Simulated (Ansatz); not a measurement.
Consider FeSi (space group P2_13, No. 198; non-magnetic).

```yaml
crystal:
  lattice:
    - [4.44801, 0.00000, 0.00000]
    - [0.00000, 4.44801, 0.00000]
    - [0.00000, 0.00000, 4.44801]
  atoms:
    - { symbol: Fe, position: [0.13618, 0.13618, 0.13618] }
    - { symbol: Fe, position: [0.63618, 0.36382, 0.86382] }
    - { symbol: Fe, position: [0.86382, 0.63618, 0.36382] }
    - { symbol: Fe, position: [0.36382, 0.86382, 0.63618] }
    - { symbol: Si, position: [0.84091, 0.84091, 0.84091] }
    - { symbol: Si, position: [0.34091, 0.65909, 0.15909] }
    - { symbol: Si, position: [0.15909, 0.34091, 0.65909] }
    - { symbol: Si, position: [0.65909, 0.15909, 0.34091] }
```

Level of theory: PBE in Ansatz (plane waves to 420 eV, PAW, without spin-orbit coupling).

Before the change:

* **Pressure**: 0.00 GPa

It is then changed as follows: an isotropic linear strain of −0.52 %; the atoms relax in the strained cell.

Task: Predict the new pressure.

Result: The pressure goes from zero to 3.54 GPa.

Task: Estimate the effect on the energy relative to the base.

Result: The energy increases by 1.9 meV/atom.

Whether these cells are dynamically stable was not tested. Seeded moments were not kept for the base. The final runs are not spin-polarised.

Ansatz is a program for electronic structure.
